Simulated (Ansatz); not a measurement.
## Tl₂Se (model structure, started from the CdI2 type, P-3m1, No. 164, 3 atoms in the cell)

All values below come from r²SCAN0 (Ansatz, a quantum-chemistry and plane-wave program, PAW).

Run with plane-wave cutoff 520 eV, 6×6×4 k mesh (along the axes of the cell as run), Fermi–Dirac smearing 0.01 eV, scalar-relativistic PAW data made under PBE.

Cell (relaxed with PBE-D3(BJ)):

```cif
data_SeTl2
_chemical_formula_sum 'Se1 Tl2'
_space_group_name_H-M_alt 'P 1'
_space_group_IT_number 1
_cell_length_a 4.51988
_cell_length_b 4.51988
_cell_length_c 6.50254
_cell_angle_alpha 90.000
_cell_angle_beta 90.000
_cell_angle_gamma 120.000
loop_
_space_group_symop_operation_xyz
  'x, y, z'
loop_
_atom_site_label
_atom_site_type_symbol
_atom_site_fract_x
_atom_site_fract_y
_atom_site_fract_z
_atom_site_occupancy
Se1 Se 0.00000 0.00000 0.00000 1
Tl1 Tl 0.33333 0.66667 0.26360 1
Tl2 Tl 0.66667 0.33333 0.73640 1
```

band gap: 1.29 eV (on the SCF k mesh)
smallest direct gap on the k points sampled: 1.52 eV

Note: the relaxation could raise the start's symmetry but not lower it, so the cell can be a saddle point; cell and atoms aren't relaxed at this level (largest force component 0.26 eV/Å, pressure -2.0 GPa).

Spin–orbit coupling is not included; with these elements it can move the gap by several tenths of an eV or more.

The computed numbers hold no vibrational or temperature effects.

A model structure was made by putting elements into a prototype or built by hand; it is no filed structure, need not be a known phase, and can be a saddle point held by its symmetry.
